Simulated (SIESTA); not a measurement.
A series of runs on YMoO3 (P6_3/mmc, 10 atoms in the cell)

```
CELL_PARAMETERS angstrom
      3.62397     0.00000     0.00000
     -1.81198     3.13845     0.00000
      0.00000     0.00000    12.60081
ATOMIC_POSITIONS crystal
  Y  0.00000 0.00000 0.00000
  Y  0.00000 0.00000 0.50000
  Mo 0.33333 0.66667 0.25000
  Mo 0.66667 0.33333 0.75000
  O  0.66667 0.33333 0.91969
  O  0.33333 0.66667 0.08031
  O  0.33333 0.66667 0.41969
  O  0.66667 0.33333 0.58031
  O  0.00000 0.00000 0.75000
  O  0.00000 0.00000 0.25000
```
Moments meant for the start (each program seeds them in its own way; μB, in the order of the atoms Y Y Mo Mo O O O O O O): 0.0 0.0 2.0 2.0 0.0 0.0 0.0 0.0 0.0 0.0.

Base run A: GGA PBEsol, numerical atomic orbitals DZP, PseudoDojo PBEsol standard norm-conserving potentials (rewritten from UPF to PSML) in SIESTA 5.4.2, self-consistent single point.

Its settings: XC.functional = GGA; XC.authors = PBEsol; potentials = PseudoDojo PBEsol standard; PAO.BasisSize = DZP; PAO.EnergyShift = 0.005 Ry; MeshCutoff = 300 Ry; kgrid.MonkhorstPack = 5 5 2; OccupationFunction = FD; ElectronicTemperature = 100 meV; Spin = polarized; MaxSCFIterations = 150; SCF.Mixer.Method = Pulay; SCF.Mixer.Weight = 0.1; SCF.Mixer.History = 8; SCF.DM.Tolerance = 1.0E-05.

The starting cell comes from a database of computed structures (which also holds hypothetical and non-ambient phases and stackings), without a prior relaxation at this level. Its lattice was rescaled by a random factor within 2.5 % of one. The magnetic order is the one reached from the typed start; others were not searched systematically. Values carry the incompleteness of an atom-centred basis. In the base run, with a pressure of about -12 GPa the cell is away from its equilibrium volume at this level. Without a gap this mesh is coarse (it stands for a supercell whose shortest vector is 18 Å).

A dash stands where there is no value to compare (another energy zero or no entropy term, no result, no spin, no clean gap, or a mesh too coarse for one). 

Runs:
- B: DFTU.ProjectorGenerationMethod: default → 2; DFTU.CutoffNorm: default → 0.9; DFTU.FirstIteration: default → true; DFTU.proj: default → [Mo 1, n=4 2, 1.00 0.00, 0.00 0.00] [GGA PBEsol+U]
- C: DFTU.ProjectorGenerationMethod: default → 2; DFTU.CutoffNorm: default → 0.9; DFTU.FirstIteration: default → true; DFTU.proj: default → [Mo 1, n=4 2, 2.00 0.00, 0.00 0.00] [GGA PBEsol+U]
- D: DFTU.ProjectorGenerationMethod: default → 2; DFTU.CutoffNorm: default → 0.9; DFTU.FirstIteration: default → true; DFTU.proj: default → [Mo 1, n=4 2, 3.00 0.00, 0.00 0.00] [GGA PBEsol+U]
- E: DFTU.ProjectorGenerationMethod: default → 2; DFTU.CutoffNorm: default → 0.9; DFTU.FirstIteration: default → true; DFTU.proj: default → [Mo 1, n=4 2, 4.00 0.00, 0.00 0.00] [GGA PBEsol+U]
- F: DFTU.ProjectorGenerationMethod: default → 2; DFTU.CutoffNorm: default → 0.9; DFTU.FirstIteration: default → true; DFTU.proj: default → [Mo 1, n=4 2, 5.00 0.00, 0.00 0.00] [GGA PBEsol+U]
- G: DFTU.ProjectorGenerationMethod: default → 2; DFTU.CutoffNorm: default → 0.9; DFTU.FirstIteration: default → true; DFTU.proj: default → [Mo 1, n=4 2, 6.00 0.00, 0.00 0.00] [GGA PBEsol+U]
- H: DFTU.ProjectorGenerationMethod: default → 2; DFTU.CutoffNorm: default → 0.9; DFTU.FirstIteration: default → true; DFTU.proj: default → [Mo 1, n=4 2, 7.00 0.00, 0.00 0.00] [GGA PBEsol+U]
- I: DFTU.ProjectorGenerationMethod: default → 2; DFTU.CutoffNorm: default → 0.9; DFTU.FirstIteration: default → true; DFTU.proj: default → [Mo 1, n=4 2, 8.00 0.00, 0.00 0.00] [GGA PBEsol+U]

```csv
run,pressure (GPa),largest force (eV/Å),size of the net moment (μB/atom),Hubbard energy (eV/atom)
A,-12.49,0.427,0.36,–
B,-10.28,0.288,0.48,0.180
C,-9.22,0.185,0.50,0.343
D,-8.21,0.093,0.51,0.498
E,-4.38,0.033,0.60,0.584
F,-3.34,0.128,0.60,0.707
G,-2.28,0.223,0.60,0.823
H,-1.19,0.322,0.60,0.930
I,-0.04,0.427,0.60,1.027
```

Run G against A: The pressure goes from -12.49 to -2.28 GPa, the largest force goes from 0.427 to 0.223 eV/Å and the size of the net moment goes from 0.36 to 0.60 μB/atom.

Run C against A: The pressure goes from -12.49 to -9.22 GPa, the largest force goes from 0.427 to 0.185 eV/Å and the size of the net moment goes from 0.36 to 0.50 μB/atom.

Run E against A: The pressure goes from -12.49 to -4.38 GPa, the largest force goes from 0.427 to 0.033 eV/Å and the size of the net moment goes from 0.36 to 0.60 μB/atom.
